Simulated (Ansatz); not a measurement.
O vacancy (V_O) in rock-salt MgO: one set of geometries, relaxed with PBE, evaluated in Ansatz (PAW, plane waves to 420 eV, 500 eV under r2SCAN) with PBE, r2SCAN.

Set-up: 64-site cell; 2×2×2 shifted k-points; start: the O site; charged states image-corrected; not converged in cell size.

| quantity | PBE | r2SCAN |
|---|---|---|
| host gap (eV) | 4.46 | 5.34 |
| ε(+2/+1) above the VBM (eV) | 1.57 | 1.82 |
| ε(+1/0) above the VBM (eV) | 2.61 | 3.09 |
| largest moment on one atom at charge +1 (μB) | 0.02 | 0.02 |
| neutral formation energy against O2 molecule in a box (eV) | 6.60 | 7.31 |

PBE narrows the gap by 0.88 eV against r2SCAN, the highest level run, and puts the levels 0.36 eV lower above the valence-band maximum on average.

Ansatz is an electronic-structure program.
